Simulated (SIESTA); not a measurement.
Band structure of SbPt (P6_3/mmc, 4 atoms in the cell).

```
CELL_PARAMETERS angstrom
      4.10768     0.00000     0.00000
     -2.05384     3.55735     0.00000
      0.00000     0.00000     5.44670
ATOMIC_POSITIONS crystal
  Sb 0.66667 0.33333 0.75000
  Sb 0.33333 0.66667 0.25000
  Pt 0.00000 0.00000 0.50000
  Pt 0.00000 0.00000 0.00000
```

Computed with SIESTA with LDA PW92, numerical atomic orbitals DZP, PseudoDojo LDA standard norm-conserving potentials (rewritten from UPF to PSML).

Settings: XC.functional = LDA; XC.authors = PW92; potentials = PseudoDojo LDA standard; PAO.BasisSize = DZP; PAO.EnergyShift = 0.005 Ry; MeshCutoff = 300 Ry; kgrid.MonkhorstPack = 8 8 5; OccupationFunction = FD; ElectronicTemperature = 100 meV; MaxSCFIterations = 150; SCF.Mixer.Method = Pulay; SCF.Mixer.Weight = 0.2; SCF.Mixer.History = 8; SCF.DM.Tolerance = 1.0E-05.

The starting cell comes from a database of computed structures (which also holds hypothetical and non-ambient phases and stackings), without a prior relaxation at this level. Its lattice was rescaled by a random factor within 2.5 % of one. Spin-orbit coupling is off. Spin polarisation is off. Values carry the incompleteness of an atom-centred basis.

Levels in eV from the Fermi level, bands 30 to 35:
```json
[
 {"point": "Γ", "30": "-2.24", "31": "-0.03", "32": "-0.03", "33": "0.72", "34": "2.47", "35": "2.60"},
 {"point": "M", "30": "-2.99", "31": "-2.78", "32": "-2.40", "33": "-2.23", "34": "-0.66", "35": "1.92"},
 {"point": "K", "30": "-2.38", "31": "-2.33", "32": "-2.33", "33": "-0.55", "34": "-0.55", "35": "0.77"},
 {"point": "A", "30": "-3.75", "31": "-1.16", "32": "-1.16", "33": "2.47", "34": "2.47", "35": "2.47"},
 {"point": "L", "30": "-3.30", "31": "-3.16", "32": "-3.16", "33": "0.37", "34": "0.37", "35": "1.80"},
 {"point": "H", "30": "-3.56", "31": "-2.23", "32": "-2.23", "33": "-1.81", "34": "-1.81", "35": "4.36"}
]
```

Bands cross the Fermi level along this path, so the cell is metallic at this level.

Higher empty bands are left out: an atom-centred basis made for the valence describes them poorly.
